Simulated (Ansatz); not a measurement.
Related cells compared by their work function (top / bottom face where they differ).

Cell A: a sheet of composition Al3, 3 atoms, hexagonal cell of 5.24 Å (23.8 Å²), symmetry P6/mmm, 0.0 Å thick under 16 Å of vacuum, in-plane vectors relaxed; planes from bottom to top: Al3, all atoms in one plane; a model cell; spin state with PBE: run without spin, k-point mesh 18×18×1.
```yaml
crystal:
  lattice:
    - [5.24058, 0.00000, 0.00000]
    - [-2.62029, 4.53848, 0.00000]
    - [0.00000, 0.00000, 16.00000]
  atoms:
    - { symbol: Al, position: [0.50000, 0.00000, 0.50000] }
    - { symbol: Al, position: [0.00000, 0.50000, 0.50000] }
    - { symbol: Al, position: [0.50000, 0.50000, 0.50000] }
```

Cell B: a sheet of composition Al, 1 atom, square cell of 2.64 Å (7.0 Å²), symmetry P4/mmm, 0.0 Å thick under 16 Å of vacuum, in-plane vectors relaxed; planes from bottom to top: Al; a model cell; spin state with PBE: run without spin, k-point mesh 22×22×1.
```
CELL_PARAMETERS angstrom
      2.63844     0.00000     0.00000
      0.00000     2.63844     0.00000
      0.00000     0.00000    16.00000
ATOMIC_POSITIONS crystal
  Al 0.00000 0.00000 0.50000
```

Plane-wave PAW calculations with Ansatz (a quantum-chemistry and plane-wave program), its PAW set soft_1, cutoff 420 eV. The structures are at rest with PBE. Neutral cells; Fermi-Dirac smearing of at most 0.10 eV in the solids, energies taken to zero width. A dispersion term ran beside these levels; it doesn't touch the electrons. Vacuum level less Fermi level; the slabs are metallic.

**Question.** Give the work function (top / bottom face where they differ) (eV) at the level PBE, cell by cell.

**Answer.** 
| system | PBE |
|---|---|
| A | 4.57 |
| B | 4.38 |

With PBE the top face's value of A exceeds that of B by 0.19 eV.
